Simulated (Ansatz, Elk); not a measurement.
An Elk input for a self-consistent single point of Li (Im-3m, 1 atom in the cell) (DFT, LDA (PW92), all-electron FP-LAPW, Elk's shipped species files, APW+lo basis with extra local orbitals):

```
tasks
  0

rgkmax
  7.5

gmaxvr
  14.0

nxlo
  2

lorbcnd
  .true.

lmaxi
  3

stype
  0

swidth
  0.00499791

maxscl
  100

scale
  1.889726125

avec
   -1.7450000000    1.7450000000    1.7450000000
    1.7450000000   -1.7450000000    1.7450000000
    1.7450000000    1.7450000000   -1.7450000000

atoms
  1
  'Li.in'
  1
  0.0000000000  0.0000000000  0.0000000000    0.0 0.0 0.0

ngridk
  11 11 11
```

Q: Translate this input to Ansatz (a quantum-chemistry and plane-wave program).

A: One input that does it (others would too):

Ansatz 0.2 input:
```yaml
# Li
crystal:
  lattice:
    - [-1.745000, 1.745000, 1.745000]
    - [1.745000, -1.745000, 1.745000]
    - [1.745000, 1.745000, -1.745000]
  atoms:
    - { symbol: Li, position_ang: [0.000000, 0.000000, 0.000000] }
kpoints:
  mp_grid: { grid: [11, 11, 11] }
hamiltonian:
  xc: lda
  pseudopotentials: { kind: paw }
scf:
  occupations: { method: gaussian, width: 0.136 }
output:
  forces: true
  eigenvalues: true
  stress: true
```

Basis settings and potentials, where a program has them, do not carry over. This input uses DFT, LDA (PW92), plane waves, default PAW files made with PBE. LDA parametrisations can differ slightly between programs.

The starting cell has typed, rounded lattice constants, without a prior relaxation at this level.
